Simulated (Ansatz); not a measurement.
Structure of amorphous Si56O56C28 (periodic cell):

```xyz
140
Lattice="12.6858 -0.0493 -0.3502 -0.0493 12.5401 0.0026 -0.3502 0.0026 12.5198" Properties=species:S:1:pos:R:3 pbc="T T T"
Si     6.7238    11.6213     2.9984
Si     0.6112     3.4515     2.0822
Si     0.9308     1.2358    11.1482
Si     4.4259     9.2740     1.9951
Si     7.0206     7.9974     8.0225
Si     7.8175     3.2394    10.7510
Si     5.8542     5.3226     3.1011
Si     0.0084    11.5288     0.4860
Si     6.0159    11.6695     9.9076
Si     4.9103     0.2048     7.4044
Si     2.3706     0.7571     3.9098
Si     5.0622     4.2451     9.5344
Si     4.1701     7.1755     0.5528
Si    11.8457     2.6077    11.0382
Si     7.5733     6.2832     5.8710
Si     8.9832     1.7036     3.3986
Si     3.1137    11.2582     1.5468
Si     1.7239    10.2851     4.4662
Si     5.9741     1.5660    12.0721
Si    12.0904     7.8316     3.6504
Si     2.5224     6.3939     7.4434
Si     4.9133     6.8584     5.3837
Si     2.8228    11.4461     7.1197
Si     6.6428     9.1060     2.7811
Si     5.6630     2.3492     8.3782
Si    11.2894     5.9870    10.3701
Si     2.0039     4.5429     9.8762
Si     9.5093     0.3705     6.4435
Si     9.7471    11.3985     3.7112
Si     2.1439     7.4465     4.8499
Si     3.9591    10.0779    11.5298
Si    10.5735     3.8110    -0.0687
Si    10.9006     8.4572    11.8545
Si     5.1394     4.5101    11.8776
Si     7.9483     2.4866     8.1551
Si    11.0864     5.3925     2.4158
Si     9.6473     4.0999     4.9998
Si    11.4812     0.9476     7.5260
Si     1.2814     0.6274     8.0436
Si     3.6975     3.0960     1.9950
Si     4.1431     8.6090     8.1668
Si    10.3861     1.2614     9.7369
Si     9.8572     8.7500     5.6497
Si    11.7009     1.5136     1.7681
Si     8.5053     8.5515     1.0714
Si     7.2767    10.9084     7.2218
Si     6.3857     8.6650     5.0287
Si     3.2485     2.7395    12.1569
Si     1.3682     3.5255     7.3276
Si    10.7271    10.7879    10.1044
Si     9.5055    12.3917     0.8612
Si    11.1778     3.1881     6.6206
Si     0.9452     7.7415    11.9111
Si     8.7796     0.0307    11.0338
Si     9.9528     8.0557     8.7440
Si     9.7892     3.5202     9.2816
O     10.6029     8.9708    10.0522
O     11.4267    10.3208    11.7863
O     10.2461     4.9709     1.0765
O      2.2500     3.8423    11.3226
O      8.3302     8.0592     9.0005
O      8.7593    11.5348     6.9378
O      9.3364     0.3317     4.6136
O      0.0847     8.2501     0.3953
O      6.8912     6.4598     7.4060
O      1.0716     3.5693     8.9421
O      4.4244     1.6547    11.5824
O      1.9169     1.9671     7.1869
O      0.4318     1.9966     2.9578
O      0.0150    12.5135    11.7643
O     10.5076     6.8865    11.5055
O      1.5801     9.1681    11.3006
O     11.2563     7.0333     2.4772
O      2.1979     3.8228     2.1105
O     10.2830     4.9346     3.7500
O     10.5396     1.8924     2.9168
O      3.8891     7.6835     2.1217
O     10.5888     6.5808     8.9302
O      9.9109     8.7678     0.2552
O      6.1121    11.9356     6.6353
O      5.4067    10.5551    10.9458
O      8.5036     1.6025     6.8307
O     12.5566     4.6788     2.4367
O      1.5239     0.7981     9.6738
O     10.2780     8.7763     7.2883
O      1.7516    10.9418     5.9607
O      3.6687    11.2441    -0.0705
O      3.4656     6.5091     4.6498
O      6.4126     3.2943    12.0150
O      3.5154     4.6973     9.1986
O      1.6683     7.3565     6.4163
O     -0.0024     3.7651     6.4818
O      2.6747     6.9778    -0.0440
O     10.6851     4.0320     7.9576
O      1.4280    11.1616     1.2193
O      5.6299     8.4124     8.8090
O      7.0319    10.9231     8.8500
O      4.8024     4.1101     2.7210
O      0.8003     7.0115     4.0706
O      2.3315     4.8255     6.9281
O      9.1088    11.0054    10.5918
O      4.6782     8.8708     0.2013
O      2.0825     1.5331    12.2557
O      8.7876     5.1867     5.8767
O      2.6920     8.9586     4.4517
O      3.7370    10.0058     7.3924
O      8.5942     2.9761     4.3220
O      4.0970     7.1529     7.0911
O      9.8904    10.2481     4.8643
O      2.3379    11.5111     3.5152
O     11.0615     7.8709     4.9407
O      4.7510    12.1959     9.0027
C     11.3277    11.5651     2.7151
C      8.5504    11.3661     2.2539
C      8.1202     8.1265     5.6540
C      6.1736     5.7065     4.8070
C      4.2856     0.2466     2.0875
C      7.9304     1.5893     1.7826
C     11.4060    12.2492     1.3595
C     12.0649    10.5555     3.0726
C      5.5677     5.9878     0.3780
C      2.7010     9.1911    10.4780
C      8.9070     2.5526    12.1718
C      6.9492     0.6026    10.7057
C     12.0596     2.7792     0.4406
C      8.9508     1.7234     0.7531
C      5.7518     0.2883     2.0096
C      1.3025     6.2412     9.8047
C      3.5185     1.3143     2.5510
C      8.1339     9.9736     2.0324
C      7.0340     1.7868     9.6826
C      6.3920     6.2868     1.6150
C      2.2058     7.0623     9.1191
C      7.1439     7.4795     1.7572
C      0.0848     9.6190     3.8925
C      7.2251     9.1517     6.6126
C     10.8394     4.2351    10.7050
C      0.3150     6.5636    10.7473
C      2.8387     8.3259     9.4106
C      6.6119     1.2468     1.3831
```

The numbers are results of PBE, scalar-relativistic without spin-orbit coupling (plane waves to 420 eV, PAW; Ansatz, a quantum-chemistry and plane-wave program), not measurements.

Preparation: random packing, a CHGNet melt and quench, and a DFT relaxation. O atoms were pushed apart under 1.9 Å during the dynamics, to hinder bonds among them. The hot cell started wider than the set density and was brought back towards it in steps. It is the lowest in DFT energy of 4 quenches. It is a model cell: composition and starting density were chosen by hand, and all elements were melted together. No dispersion term was used. Its density started from a set value of 2.34 and ended at 2.34 g/cm³. The simulated quench (nominally 240 K/ps over its main leg) is rapid and tends to freeze in more defects than a deposited or slowly cooled glass has. A cell of this size samples the disorder only roughly. Volume and shape were free in the relaxation. On a 2×2×2 Γ-centred mesh force components of up to 0.20 eV/Å stay, since the relaxation ran on the zone centre alone.

Neighbours within Si-Si 2.60 Å, Si-O 2.22 Å, Si-C 2.19 Å, O-O 1.58 Å, O-C 1.70 Å, C-C 1.78 Å count as bonded. Two cations that share two anions don't count as bonded, nor two that share one unless they lie closer than Si-Si 2.38 Å, Si-C 2.00 Å, C-C 1.63 Å.

**Question.** Give the coordination numbers, mean bond lengths and angles.

**Answer.** 
The mean coordination of Si comes out as 4.00 (1 with 2, 5 with 3, 44 with 4, 5 with 5, 1 with 6). The mean coordination of O comes out as 2.12 (49 with 2, 7 with 3) and the mean coordination of C is 3.25 (1 with 2, 19 with 3, 8 with 4). The mean Si-O bond is 1.687 Å (spread 0.082 Å, 118 counted) and the mean Si-C bond is 1.884 Å (spread 0.058 Å, 54 counted). The mean Si-Si bond is 2.410 Å (spread 0.078 Å, 26 counted), the mean C-C bond is 1.442 Å (spread 0.085 Å, 18 counted) and the bond angle at Si is mean 107.4°, spread 18.5°. The bond angle at O comes out as mean 129.1°, spread 16.5° and the bond angle at C is mean 114.9°, spread 17.5°.
